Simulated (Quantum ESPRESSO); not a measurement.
A short convergence ladder for the (110) slab of FeAl (cut from a parent of space group no. 221; 6 atoms in the cell)

```xyz
6
Lattice="2.9187 0.0000 0.0000 0.0000 4.1277 0.0000 0.0000 0.0000 18.1277" Properties=species:S:1:pos:R:3 pbc="T T T"
Al     1.4594     1.0319     7.0000
Fe     0.0000     3.0958     7.0000
Al     1.4594     3.0958     9.0639
Fe     0.0000     1.0319     9.0639
Al     1.4594     1.0319    11.1277
Fe     0.0000     3.0958    11.1277
```

Base method: LDA (PZ), PSlibrary PAW (LDA) pseudopotentials (plane waves; Quantum ESPRESSO 7.5).

Base settings: ecutwfc = 55 Ry; ecutrho = 330 Ry; occupations = smearing; smearing = fd; degauss = 0.0073499 Ry; mixing_mode = local-TF; potentials = {Al: Al.pz-n-kjpaw_psl.1.0.0.UPF, Fe: Fe.pz-n-kjpaw_psl.1.0.0.UPF}; K_POINTS = automatic 5 4 1 0 0 0; conv_thr = 1e-10 Ry; mixing_beta = 0.3.

**The vacuum**

The mesh stays at the base's, so the ladder's end is converged at best in this setting alone.

Only quantities that move along the ladder and can be compared are tabulated.

| vacuum between outermost atoms (Å) | free energy less the last step's (meV/atom) | largest difference of a force vector from the last step's (eV/Å) |
|---|---|---|
| 3.0 | -201.07 | 1.340 |
| 5.0 | -11.51 | 0.059 |
| 14.0 | 0.00 | 0.000 |
| 25.0 | 0.00 | 0.000 |

Smallest vacuum between outermost atoms (Å) that holds the forces within 0.005 eV/Å of the last step, with all finer ones: 14.0; the step before is off by 0.059 eV/Å.

Smallest vacuum between outermost atoms (Å) that holds the free energy within 1 meV/atom of the last step, with all finer ones: 14.0; the step before is off by 12 meV/atom.

On the base run: the starting cell has typed, rounded lattice constants, without a prior relaxation at this level. The slab is cut from that crystal, and its faces are unrelaxed. Its lattice was rescaled by up to half a per cent. Spin polarisation is off. In the base run, forces exceed 1 eV/Å. Without a gap this mesh is coarse (it stands for a supercell whose shortest in-plane vector is 15 Å).
